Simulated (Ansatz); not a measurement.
Ansatz (an electronic-structure program) run on MnS (P3m1, 4 atoms in the cell): self-consistent single point.

Level of theory: LDA (PW92), default PAW files made with PBE (plane waves; Ansatz).

The change in words: lattice scaled by 0.98; kpoints.mp_grid.grid: 8 8 4 → 6 6 4. Reference geometry:
```
CELL_PARAMETERS angstrom
      3.97335     0.00000     0.00000
     -1.98667     3.44102     0.00000
      0.00000     0.00000     6.37424
ATOMIC_POSITIONS crystal
  Mn 0.33333 0.66667 0.00668
  Mn 0.66667 0.33333 0.49886
  S  0.66667 0.33333 0.12615
  S  0.33333 0.66667 0.62614
```
Moments meant for the start (each program seeds them in its own way; μB, in the order of the atoms Mn Mn S S): 4.0 4.0 0.0 0.0.

Reference input (self-consistent single point, DFT, LDA (PW92), plane waves, default PAW files made with PBE): basis.ecutwfc = 420 eV; kpoints.mp_grid.grid = 8 8 4; hamiltonian.xc = lda; hamiltonian.pseudopotentials = {kind: paw} (the program's default PAW files); magnetization.spin_polarized = true; scf.occupations.method = fermi_dirac; scf.occupations.width = 0.1 eV. This run's input differs from it in these lines:

Ansatz 0.2 input:
```diff
@@ -2,5 +2,5 @@
   lattice:
-    - [3.973348, 0.000000, 0.000000]
-    - [-1.986674, 3.441021, 0.000000]
-    - [0.000000, 0.000000, 6.374243]
+    - [3.893881, 0.000000, 0.000000]
+    - [-1.946941, 3.372201, 0.000000]
+    - [0.000000, 0.000000, 6.246758]
   atoms:
@@ -14,3 +14,3 @@
   mp_grid:
-    grid: [8, 8, 4]
+    grid: [6, 6, 4]
 hamiltonian:
```

Output, abridged:

```
SCF iter   1: F=—  HF=-9421.618037 eV  |F-HF|=—  |Δ(HF+E_count)|=         —  Δρ=6.98e-2 (↑6.98e-2 ↓1.77e-2)  dr2=4.26e0  dr2_m=9.66e-1  M=9.246 μB ∫|m|=9.246 μB  β_m=0.30  ethr=3.10e-3  ⟨swp⟩=5.2  Hψ=5593  notcnv=0
Mixer restart at iter 1: flushing history
all-band conjugate gradients solve this SCF's bands
preconditioner: auto → Kerker (q_TF=auto, 2.440 Å⁻¹)
spin=Collinear: Kerker preconditioning applied to the charge; magnetization (m = ρ↑ − ρ↓) channel mixes plain (no charge-response kernel on spin).
   [... lines left out ...]
SCF iter  21: F=—  HF=-9422.648905 eV  |F-HF|=—  |Δ(HF+E_count)|=   1.31e-7  Δρ=5.16e-6 (↑4.10e-6 ↓5.16e-6)  dr2=2.05e-7  dr2_m=1.17e-9  M=-0.005 μB ∫|m|=8.714 μB  β_m=0.98  ethr=3.35e-9  ⟨swp⟩=1.5  Hψ=1670  notcnv=0  defer=2
SCF iter  22: F=-9422.648905 eV  HF=-9422.648905 eV  |F-HF|=2.44e-8  |Δ(HF+E_count)|=   2.01e-8  Δρ=3.18e-6 (↑3.18e-6 ↓2.52e-6)  dr2=3.04e-8  dr2_m=9.45e-10  M=-0.005 μB ∫|m|=8.714 μB  ethr=2.38e-10  ⟨swp⟩=3.0  Hψ=4689  notcnv=0
SCF 1 converged in 22 iterations: F = -9422.648905 eV  dr2 = 3.04e-8
the search or the solves at the SCF's close seem to have found levels that the self-consistency loop had missed (the run counts 2) …
   [... lines left out ...]
WARN: the starting moments were not kept: 1 of 2 ended reversed and 1 kept their direction, counting a site from 0.1 μB …
Absolute magnetization: 8.7156 μB (∫|ρ↑−ρ↓|, with the PAW one-centre terms)
Free energy (F): -9422.648905 eV
Fermi energy:    7.785237 eV
   [... lines left out ...]
  atom   4  S      0.00000000     0.00000000     0.47173050
--- Stress (GPa, compression-positive) ---
       -3.724448       0.000000       0.000000
        0.000000      -3.724448       0.000000
        0.000000      -0.000000      -7.235411
  P = ⅓ Tr σ = -4.8948 GPa (-48.948 kbar)
  The stress holds the Pulay correction. Without it, at fixed plane waves, as pw.x and ABINIT print it: P = -4.9181 GPa
```

The run converged in 22 iterations. Against the reference run the free energy drops by 49.1 meV/atom, the pressure goes from -7.31 to -4.89 GPa and the largest force goes from 0.467 to 0.538 eV/Å.

The starting cell comes from a database of computed structures (which also holds hypothetical and non-ambient phases and stackings), without a prior relaxation at this level. Its lattice was rescaled by up to half a per cent. One atom was moved a little off its site on purpose. For this run, on top of that: lattice scaled by 0.98. The magnetic order is the one reached from the typed start; others were not searched systematically. The program warned that a starting moment was not kept. With a pressure of about -5 GPa the cell is away from its equilibrium volume at this level. Ansatz's pressure includes its estimate of the finite-basis (Pulay) stress.
